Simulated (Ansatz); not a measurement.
Ansatz (a program for electronic structure) run on Re (Fm-3m, 1 atom in the cell): self-consistent single point.

Computed with PBEsol, default PAW files made with PBE (plane waves; Ansatz).

```
Re
1.0
    0.00000     1.91467     1.91467
    1.91467     0.00000     1.91467
    1.91467     1.91467     0.00000
Re
1
Direct
  0.00000   0.00000   0.00000
```

Reference input (self-consistent single point, DFT, PBEsol, plane waves, default PAW files made with PBE): basis.ecutwfc = 30.9 Ry; kpoints.mp_grid.grid = 15 15 15; hamiltonian.xc = pbesol; hamiltonian.pseudopotentials = {kind: paw} (the program's default PAW files); scf.occupations.method = cold; scf.occupations.width = 0.0147 Ry. This run's input differs from it in these lines:

Ansatz 0.2 input:
```diff
@@ -11,3 +11,3 @@
 kpoints:
-  mp_grid: { grid: [15, 15, 15] }
+  mp_grid: { grid: [14, 14, 14] }
 hamiltonian:
```

The program printed (abridged):

```
SCF iter   1: F=—  HF=-10737.146542 eV  |F-HF|=—  |Δ(HF+E_count)|=         —  Δρ=6.23e-3  dr2=1.32e-3  ethr=1.77e-3  ⟨swp⟩=5.0  Hψ=6268  notcnv=0
all-band conjugate gradients solve this SCF's bands
preconditioner: auto → none
SCF iter   2: F=—  HF=-10737.146984 eV  |F-HF|=—  |Δ(HF+E_count)|=   4.42e-4  S|Δr|=    0.00e0  Δρ=3.13e-3  dr2=3.09e-4  ethr=8.77e-6  ⟨swp⟩=1.7  Hψ=2288  notcnv=0
SCF iter   3: F=—  HF=-10737.147108 eV  |F-HF|=—  |Δ(HF+E_count)|=   1.24e-4  S|Δr|=    0.00e0  Δρ=1.84e-4  dr2=1.69e-6  ethr=2.06e-6  ⟨swp⟩=1.0  Hψ=1218  notcnv=0
SCF iter   4: F=—  HF=-10737.147107 eV  |F-HF|=—  |Δ(HF+E_count)|=   8.27e-7  S|Δr|=    0.00e0  Δρ=3.87e-5  dr2=9.96e-8  ethr=6.67e-10  ⟨swp⟩=6.7  Hψ=6232  notcnv=0
SCF iter   5: F=-10737.147107 eV  HF=-10737.147107 eV  |F-HF|=1.42e-8  |Δ(HF+E_count)|=   7.71e-9  S|Δr|=    0.00e0  Δρ=1.78e-5  dr2=2.08e-8  ethr=6.64e-10  ⟨swp⟩=2.0  Hψ=4216  notcnv=0
SCF 1 converged in 5 iterations: F = -10737.147107 eV  dr2 = 2.08e-8
Stability not checked (fill_not_monotonic)
Free energy (F): -10737.147107 eV
Internal energy: -10737.143407 eV  (E = F + TS)
E sigma→0 (E₀):  -10737.145874 eV
Entropy (-TS):   -0.003700 eV (-3.700 meV/atom)
Fermi energy:    25.439080 eV
--- Forces (eV/Å), atoms counted from 1 ---
  atom   1  Re    -0.00000000     0.00000000     0.00000000
--- Stress (GPa, compression-positive) ---
       16.565745      -0.000000      -0.000000
        0.000000      16.565745      -0.000000
       -0.000000       0.000000      16.565745
  P = ⅓ Tr σ = 16.5657 GPa (165.657 kbar)
  The stress holds the Pulay correction. Without it, at fixed plane waves, as pw.x and ABINIT print it: P = 16.4021 GPa
```

The run converged in 5 iterations. Against the reference run the free energy goes up by 4.4 meV/atom and the pressure goes from 16.87 to 16.57 GPa.

The starting cell was generated: these elements placed on a structure prototype, without a prior relaxation; it need not be a known phase or ordering of this composition. Its lattice was rescaled by a random factor within 2.5 % of one. Spin polarisation is off. With a pressure of about 17 GPa the cell is away from its equilibrium volume at this level. Ansatz's pressure includes its estimate of the finite-basis (Pulay) stress.
